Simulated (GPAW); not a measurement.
Band structure of NbIr₃ (Pm-3m, 4 atoms in the cell).

```xyz
4
Lattice="3.9439 0.0000 0.0000 0.0000 3.9439 0.0000 0.0000 0.0000 3.9439" Properties=species:S:1:pos:R:3 pbc="T T T"
Nb     0.0000     0.0000     0.0000
Ir     1.9720     1.9720     0.0000
Ir     0.0000     1.9720     1.9720
Ir     1.9720     0.0000     1.9720
```

Level of theory: LDA (Perdew-Wang 92), GPAW PAW datasets LDA (gpaw-data 1.0.1) (plane waves; GPAW 25.7.0).

Settings: mode = pw; ecut = 600 eV; xc = LDA; kpts = 8 8 8; mesh shift (steps) = 0 0 0; occupations.name = fermi-dirac; occupations.width = 0.05 eV; nbands = -8; symmetry.symmorphic = false; symmetry.tolerance = 0.0005; maxiter = 100; bandpath_npoints = 40.

The starting cell comes from a database of computed structures (which also holds hypothetical and non-ambient phases and stackings), without a prior relaxation at this level. Its lattice was rescaled by a random factor within 2.5 % of one. Spin-orbit coupling is off. Spin polarisation is off.

Levels in eV from the Fermi level, bands 26 to 33:
```
point     26     27     28     29     30    31    32    33
-----  -----  -----  -----  -----  -----  ----  ----  ----
Γ       0.93   1.51   1.51   1.51   2.44  2.44  2.44  2.84
X      -1.51  -1.44  -1.44   0.02   0.27  0.27  1.06  1.52
M      -2.02  -1.89  -1.89  -1.09  -1.00  0.83  0.90  0.90
R      -0.36   0.33   0.33   0.33   0.98  0.98  0.98  2.61
```

Bands cross the Fermi level along this path, so the cell is metallic at this level.
